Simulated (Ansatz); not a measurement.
Seebeck coefficient (μV/K, mean over directions) of p-type InP (F-43m) against carrier density, PBEsol with spin-orbit coupling, rigid bands (Ansatz, a program for electronic structure). Computed gap 0.54 eV; densities at which minority carriers matter at this gap, or further valleys turn the trend, are left out. Conductivity mass 0.56 mₑ (harmonic mean over directions), N_v = 2.2e19 cm⁻³ at 300 K.

```csv
hole density,300 K,500 K
1e18 cm⁻³,510,?
3e18 cm⁻³,?,503
1e19 cm⁻³,317,400
3e19 cm⁻³,233,310
1e20 cm⁻³,154,216
3e20 cm⁻³,?,140
1e21 cm⁻³,45,74
```

Question: What belongs in the gaps?

Answer: 
- 1e18 cm⁻³, 500 K: 597
- 3e18 cm⁻³, 300 K: 417
- 3e20 cm⁻³, 300 K: 94

Rigid bands with a gap fixed in temperature, one relaxation time for all states, no polarons or phonon drag, and whether or not such doping can be reached.
